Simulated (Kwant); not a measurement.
Model system: wire with one Gaussian impurity in a CdTe two-dimensional gas. Effective mass 0.096 mₑ, grid spacing 5 nm, hard walls, nominal width 150 nm (29 grid rows, so walls 150 nm apart), one parabolic valley, scattering region 450 nm long along x; energies count from the band bottom; Fermi energy swept from 0.00013927 to 0.0029595 eV. Impurity U exp(−r²/2σ²), U = 0.0015 eV, σ = 8.6 nm, 30 nm off the axis.

Constants are typed, rounded textbook-type inputs, not results; the design itself was drawn at random and stands for no fabricated device.

Model: effective-mass tight-binding model on a square grid, one spin, coherent transport at 0 K (Kwant). Conductance is in e²/h.

Density of the scattering states that come in from the left lead, at energy = 0.0015612 eV, in bins, relative to the largest site value (x marks bins outside the device):

```
|11111111110000000000000000000000000000000000|
|55555555443332222222111111111111111111111111|
|77778777665444444333222111222222211111112222|
|88888888765544444443322122222222222212222222|
|55556665543333333332211111111111111111111111|
|22333333222111111111100000011111000000000111|
|00001111100000000000000000000000000000000000|
|00000000000000000000000000000000000000000000|
|33332222222222211000000000000000000000000000|
|66655544444444332211111111111111111111111111|
|88888776666555543322222222222222222222222222|
|88888776655555443322222222111222222221111222|
|55666554443333332222111111111111111111111111|
|23333332221111111111100000000000000000000000|
|00000000000000000000000000000000000000000000|
|11000000001100000000000000000000000000000000|
|43222222222222111111111110000000000111110000|
|76554444455444322221111111111111111111111111|
|99877666677665443322222222222222222222222221|
|98776666666655433322222222211111112222222111|
|66554444444433322211111111111111111111111111|
|11111111111110000000000000000000000000000000|
```
Scale: ten equal steps from 0.038 (start of '0') to 0.951 (end of '9'), in the order '0123456789'; x runs from -215 to 215, y from -66.8 (bottom) to 66.8 (top).

The conductance there is 2.55 e²/h with 3 open channel(s) in the leads.
